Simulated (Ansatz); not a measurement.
Structure of amorphous Ge₁₂Sb₁₂Te₃₀S₃ (periodic cell):

```yaml
crystal:
  lattice:
    - [11.62934, 0.08052, 0.71782]
    - [0.08052, 11.64378, 0.32483]
    - [0.71782, 0.32483, 12.71402]
  atoms:
    - { symbol: Ge, position: [0.73379, 0.37732, 0.19347] }
    - { symbol: Ge, position: [0.34640, 0.23212, 0.62450] }
    - { symbol: Ge, position: [0.13366, 0.28355, 0.72790] }
    - { symbol: Ge, position: [0.51554, 0.20727, 0.03322] }
    - { symbol: Ge, position: [0.58978, 0.83154, 0.54057] }
    - { symbol: Ge, position: [0.14090, 0.99662, 0.70559] }
    - { symbol: Ge, position: [0.16652, 0.07851, 0.09641] }
    - { symbol: Ge, position: [0.09807, 0.77187, 0.92564] }
    - { symbol: Ge, position: [0.82118, 0.67097, 0.84914] }
    - { symbol: Ge, position: [0.44790, 0.52098, 0.68858] }
    - { symbol: Ge, position: [0.98934, 0.48727, 0.46535] }
    - { symbol: Ge, position: [0.39039, 0.06148, 0.26063] }
    - { symbol: Sb, position: [0.05667, 0.18487, 0.43244] }
    - { symbol: Sb, position: [0.57418, 0.34187, 0.76654] }
    - { symbol: Sb, position: [0.43831, 0.54210, 0.21944] }
    - { symbol: Sb, position: [0.55936, 0.00382, 0.77502] }
    - { symbol: Sb, position: [0.59985, 0.45258, 0.43849] }
    - { symbol: Sb, position: [0.39651, 0.76404, 0.07773] }
    - { symbol: Sb, position: [0.26572, 0.44510, 0.96302] }
    - { symbol: Sb, position: [0.74043, 0.07697, 0.35086] }
    - { symbol: Sb, position: [0.77041, 0.91840, 0.97499] }
    - { symbol: Sb, position: [0.97027, 0.41474, 0.99815] }
    - { symbol: Sb, position: [0.98047, 0.96059, 0.34280] }
    - { symbol: Sb, position: [0.92360, 0.74875, 0.63040] }
    - { symbol: Te, position: [0.64997, 0.61637, 0.59586] }
    - { symbol: Te, position: [0.17398, 0.40621, 0.33457] }
    - { symbol: Te, position: [0.87208, 0.05585, 0.14427] }
    - { symbol: Te, position: [0.27264, 0.93758, 0.94228] }
    - { symbol: Te, position: [0.68556, 0.59452, 0.24786] }
    - { symbol: Te, position: [0.90856, 0.69549, 0.40393] }
    - { symbol: Te, position: [0.51138, 0.45509, 0.97490] }
    - { symbol: Te, position: [0.29011, 0.64371, 0.81449] }
    - { symbol: Te, position: [0.54856, 0.96032, 0.09677] }
    - { symbol: Te, position: [0.07151, 0.51478, 0.66336] }
    - { symbol: Te, position: [0.23688, 0.87246, 0.25309] }
    - { symbol: Te, position: [0.88814, 0.67649, 0.05093] }
    - { symbol: Te, position: [0.32577, 0.45490, 0.53268] }
    - { symbol: Te, position: [0.04364, 0.18833, 0.92327] }
    - { symbol: Te, position: [0.38840, 0.19210, 0.85743] }
    - { symbol: Te, position: [0.80614, 0.33825, 0.50993] }
    - { symbol: Te, position: [0.12139, 0.86893, 0.53014] }
    - { symbol: Te, position: [0.96491, 0.15903, 0.65500] }
    - { symbol: Te, position: [0.28335, 0.10067, 0.46801] }
    - { symbol: Te, position: [0.60080, 0.74750, 0.87839] }
    - { symbol: Te, position: [0.85159, 0.45056, 0.78629] }
    - { symbol: Te, position: [0.35221, 0.68623, 0.38168] }
    - { symbol: Te, position: [0.76387, 0.94328, 0.61323] }
    - { symbol: Te, position: [0.59434, 0.88322, 0.33680] }
    - { symbol: Te, position: [0.19141, 0.59273, 0.13065] }
    - { symbol: Te, position: [0.54862, 0.26376, 0.27888] }
    - { symbol: Te, position: [0.39383, 0.87254, 0.65091] }
    - { symbol: Te, position: [0.58027, 0.16511, 0.57731] }
    - { symbol: Te, position: [0.73277, 0.13910, 0.86983] }
    - { symbol: Te, position: [0.94854, 0.34574, 0.22999] }
    - { symbol: S, position: [0.30894, 0.20544, 0.14258] }
    - { symbol: S, position: [0.99189, 0.88735, 0.81198] }
    - { symbol: S, position: [0.75669, 0.37929, 0.01525] }
```

Computed with PBE-D3(BJ), scalar-relativistic without spin-orbit coupling, PAW (Ansatz default set, large-core Te) (plane waves to 420 eV; Ansatz, a first-principles code). Neutral PBE cell, which sets geometry, pressure and energy: sampling: a 2×2×2 Γ-centred mesh; Fermi-Dirac width 0.05 eV; no spin polarisation.

The cell was made by melting and quenching with the CHGNet potential and then relaxed with DFT. The hot cell started wider than the set density and was brought back towards it in steps. It is the lowest in DFT energy of 3 quenches. It is a model cell: composition and starting density were chosen by hand, and all elements were melted together. The geometry includes D3(BJ) dispersion. Its density started from a set value of 5.67 and ended at 6.06 g/cm³. The simulated quench (nominally 50 K/ps over its main leg) is rapid and tends to freeze in more defects than a deposited or slowly cooled glass has. A cell of this size samples the disorder only roughly. Volume and shape were free in the relaxation.

Give the pressure and the spacing of the highest filled and lowest empty levels.


```json
{
  "Pressure on a 2×2×2 Γ-centred mesh": "0.22 GPa",
  "Largest force and stress component on that mesh (the relaxation ran on one k-point at (1/4, 1/4, 1/4))": "0.24 eV/Å and 0.4 GPa",
  "Gap on a 2×2×2 Γ-centred mesh (PBE)": "within the smearing (under twice its width)"
}
```

At PBE and the zone centre, how localised are the states just below and above the Fermi level (participation number: the atoms over which a state spreads)?

The highest filled state is spread over 34.6 atoms' worth, largest on Sb23, with weights by element (charge in smoothed Voronoi cells) Te 0.62, Sb 0.21, Ge 0.14. The lowest empty state is spread over 24.4 atoms' worth, largest on Sb23, with weights by element (charge in smoothed Voronoi cells) Te 0.60, Sb 0.23, Ge 0.14.

The levels at the Fermi energy are partly filled. A closed spacing in one fast-quenched cell at PBE doesn't show the material to be a metal.

Cut-offs for bonds: Ge-Ge 2.85 Å, Ge-Sb 3.11 Å, Ge-Te 3.12 Å, Ge-S 2.70 Å, Sb-Sb 3.28 Å, Sb-Te 3.42 Å, Sb-S 2.93 Å, Te-Te 3.31 Å, Te-S 2.92 Å, S-S 2.39 Å.
